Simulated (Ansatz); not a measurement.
GaP under load (space group R3m), r2SCAN with spin-orbit coupling, rigid bands run with Ansatz (a first-principles code). Condition of this run: uniaxial stress along [111] of -2 GPa (compression positive) (the target of the relaxation). Band gap 1.79 eV, N_c = 4.29e19 cm⁻³ and N_v = 1.23e19 cm⁻³ at 300 K, conductivity masses of 0.344 mₑ (electrons) and 0.445 mₑ (holes). Take k_BT = 0.02585 eV.

**Question.** What built-in voltage has an abrupt junction with N_A = 1e16 and N_D = 1e17 cm⁻³, all dopants ionised?

**Answer.** V_bi = E_g/e − (k_BT/e) ln(N_c N_v/(N_A N_D)) = 1.79 − 0.02585 × 13.18 = 1.45 V, for the computed gap.

**Question.** A film of it is 2 nm thick. Estimate the confinement energies in an infinite well.

**Answer.** ħ²π²/(2m t²) = 0.376 eV·nm²/(m/mₑ × t²) gives 273 meV for electrons and 211 meV for holes, so the gap would widen to about 2.27 eV. Finite barriers and nonparabolic bands lower this, and with several valleys or bands the heaviest mass along the normal sets the lowest level, not this average.

**Question.** What thermal injection velocity √(2k_BT/πm) limits a ballistic channel?

**Answer.** 9.17e6 cm/s for electrons and 8.07e6 cm/s for holes, a ratio of √(m_h/m_e) = 1.14, for dilute carriers.

Rigid bands with the computed gap; masses take one relaxation time for all states.
